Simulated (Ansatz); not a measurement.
Consider interstitial Si in 4H silicon carbide, charge state +2. Calculation: PBE, PAW (plane waves to 420 eV; Ansatz, an electronic-structure program).

Settings: 72 host sites, the relaxed PBE lattice, the Γ point alone, smearing 0.01 eV, spin-restricted, no image-charge correction. Energies are static. The charge state is imposed; whether it is stable for some Fermi level was not computed. Sites that were not tried may lie lower.

Barriers: single points on a 2×2×2 k-point mesh shifted by half a step along c at the bands' geometries (they differ from the bands' own by up to 0.14 eV, and are uncertain by about as much).

Relaxed starting cell (atoms counted from 1):

```
CELL_PARAMETERS angstrom
      9.28226     0.00000     0.00000
     -4.64113     8.03868     0.00000
      0.00000     0.00000    10.12928
ATOMIC_POSITIONS crystal
  Si 0.99702 0.00195 0.50195
  Si 0.99703 0.32788 0.50196
  Si 0.98035 0.65655 0.51145
  Si 0.34239 0.01862 0.51147
  Si 0.33282 0.33281 0.50077
  Si 0.34237 0.65655 0.51146
  Si 0.67110 0.00195 0.50194
  Si 0.66615 0.33281 0.50077
  Si 0.66615 0.66614 0.50078
  Si 0.99883 0.00012 0.99811
  Si 0.99883 0.33151 0.99811
  Si 0.99740 0.66510 0.99631
  Si 0.33386 0.00156 0.99632
  Si 0.33311 0.33295 0.00018
  Si 0.33386 0.66510 0.99631
  Si 0.66746 0.00012 0.99811
  Si 0.66600 0.33295 0.00018
  Si 0.66601 0.66585 0.00018
  Si 0.22079 0.11244 0.75178
  Si 0.22079 0.44114 0.75179
  Si 0.22170 0.77725 0.75151
  Si 0.55781 0.11244 0.75178
  Si 0.55503 0.44392 0.75062
  Si 0.55781 0.77816 0.75178
  Si 0.88837 0.11058 0.75013
  Si 0.88651 0.44114 0.75179
  Si 0.88651 0.77816 0.75178
  Si 0.11053 0.22167 0.24834
  Si 0.10904 0.55191 0.23564
  Si 0.10905 0.88993 0.23564
  Si 0.44501 0.22386 0.24673
  Si 0.44501 0.55395 0.24674
  Si 0.44706 0.88993 0.23565
  Si 0.77730 0.22166 0.24834
  Si 0.77512 0.55395 0.24673
  Si 0.77729 0.88842 0.24834
  C  0.99980 0.99915 0.68765
  C  0.99980 0.33344 0.68766
  C  0.99806 0.66543 0.69175
  C  0.33353 0.00089 0.69176
  C  0.33295 0.33287 0.68736
  C  0.33353 0.66543 0.69175
  C  0.66551 0.99915 0.68765
  C  0.66607 0.33287 0.68736
  C  0.66608 0.66600 0.68736
  C  0.99772 0.00123 0.18624
  C  0.99772 0.32929 0.18624
  C  0.99395 0.66337 0.18280
  C  0.33560 0.00503 0.18279
  C  0.33262 0.33271 0.18753
  C  0.33559 0.66337 0.18280
  C  0.66967 0.00123 0.18624
  C  0.66625 0.33271 0.18753
  C  0.66625 0.66633 0.18753
  C  0.22089 0.11117 0.93856
  C  0.22089 0.44251 0.93856
  C  0.22171 0.77725 0.93846
  C  0.55644 0.11117 0.93856
  C  0.55504 0.44391 0.93907
  C  0.55645 0.77807 0.93856
  C  0.88838 0.11059 0.93633
  C  0.88778 0.44251 0.93856
  C  0.88778 0.77807 0.93855
  C  0.11111 0.22196 0.43833
  C  0.11244 0.55871 0.43799
  C  0.11245 0.88655 0.43798
  C  0.44595 0.22575 0.43744
  C  0.44595 0.55301 0.43744
  C  0.44026 0.88654 0.43799
  C  0.77702 0.22197 0.43833
  C  0.77322 0.55301 0.43744
  C  0.77701 0.88785 0.43833
  Si 0.22172 0.77727 0.37581
```
Cell charge +2.

End state 1 differs by these moves (Å; atoms that move under 0.08 Å are left out):

| atom | element | Δx | Δy | Δz |
|---|---|---|---|---|
| 3 | Si | 0.13 | 0.11 | -0.11 |
| 4 | Si | -0.02 | -0.11 | -0.13 |
| 6 | Si | -0.13 | -0.90 | 0.47 |
| 20 | Si | 0.00 | -0.09 | 0.14 |
| 29 | Si | -0.08 | -0.02 | 0.06 |
| 30 | Si | 0.02 | 0.00 | 0.13 |
| 32 | Si | 0.07 | -0.03 | -0.05 |
| 33 | Si | -0.02 | 0.27 | -0.01 |
| 42 | C | -0.01 | -0.04 | 0.17 |
| 51 | C | -0.04 | 0.09 | 0.16 |
| 56 | C | 0.00 | 0.00 | 0.12 |
| 68 | C | -0.07 | 0.07 | -0.04 |
| 69 | C | 0.03 | 0.23 | -0.16 |
| 73 | Si | 1.55 | -0.62 | 0.08 |

Q: Give the forward and backward barriers to end state 1 at the level PBE, PAW.

A: forward 1.57 eV, backward 0.58 eV; at the saddle point atom 73 has neighbours C at 1.77, C at 1.82, C at 1.92; Si at 2.17, Si at 2.23, Si at 2.27 Å. The saddle point's order was not checked.
